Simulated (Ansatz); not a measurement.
We consider cubic perovskite BaHfO3, described by PBEsol+SOC (plane waves, PAW; Ansatz, a program for electronic structure).

Excerpt of the program's output:

```
Crystal: 5 atoms, lattice volume = 68.930 Å³
Basis set: ecut = 520 eV, 1863 PW (Γ), exchange–correlation on 64×64×64 points (8 copies of the dense FFT grid, shifted against one another)
Bands: 66, of which v1, the nominal top of the filled ones, is band 54 counted from 1 (53 counted from 0)
Symmetry: 48 space group operations + 48 with time reversal
k-points: 35 of 512
Initial density: superposition of atomic densities (chi_scale 0.1, normalization cell, long waves kept (reshape's long-wave potential 0.00 eV rms))
Functional: x = pbesol(κ = 0.804, μ = 0.12345679012345678), c = pbesol(β = 0.046)
spin=Noncollinear: Resta preconditioning applied to the charge; magnetization (m_x, m_y, m_z) channels mix plain (no charge-response kernel on spin).
SCF 1 converged in 11 iterations: F = -23175.451431 eV  dr2 = 2.25e-10
SCF converged after 11 iterations
Free energy (F): -23175.451431 eV
Internal energy: -23175.451431 eV  (E = F + TS)
E sigma→0 (E₀):  -23175.451431 eV
Fermi energy:    14.051317 eV
--- Forces (eV/Å), atoms counted from 1 ---
  atom   1  Ba     0.00000000    -0.00000000     0.00000000
  atom   2  Hf     0.00000000    -0.00000000     0.00000000
  atom   3  O      0.00000000    -0.00000000     0.00000000
  atom   4  O      0.00000000    -0.00000000    -0.00000000
  atom   5  O      0.00000000    -0.00000000     0.00000000
--- Stress (GPa, compression-positive) ---
        7.575942      -0.000000       0.000000
       -0.000000       7.575942      -0.000000
        0.000000       0.000000       7.575942
  P = ⅓ Tr σ = 7.5759 GPa (75.759 kbar)
```

Q: Write an input file that could have produced this run (the log leaves some choices open).

A: One answer among several that fit: 
Ansatz 0.2 input:
```yaml
crystal:
  lattice:
    - [4.1001693458, 0.0, 0.0]
    - [0.0, 4.1001693458, 0.0]
    - [0.0, 0.0, 4.1001693458]
  atoms:
    - { symbol: Ba, position: [0.0, 0.0, 0.0] }
    - { symbol: Hf, position: [0.5, 0.5, 0.5] }
    - { symbol: O, position: [0.5, 0.0, 0.5] }
    - { symbol: O, position: [0.0, 0.5, 0.5] }
    - { symbol: O, position: [0.5, 0.5, 0.0] }
basis:
  ecutwfc: 520
  ecutrho_ratio: 4
  xc_grid: 2
kpoints:
  mp_grid: { grid: [8, 8, 8] }
hamiltonian:
  xc: pbesol
  dispersion: none
  pseudopotentials: { kind: paw }
scf:
  occupations: { method: fermi_dirac, width: 0.01 }
  convergence: { dr2_threshold: 0.0000000005 }
output:
  forces: true
  stress: true
  eigenvalues: true
magnetization:
  noncollinear: true
  spin_orbit: true
```

The cell is one volume of an energy–volume scan, off the minimum.

The PAW data were made under PBE.
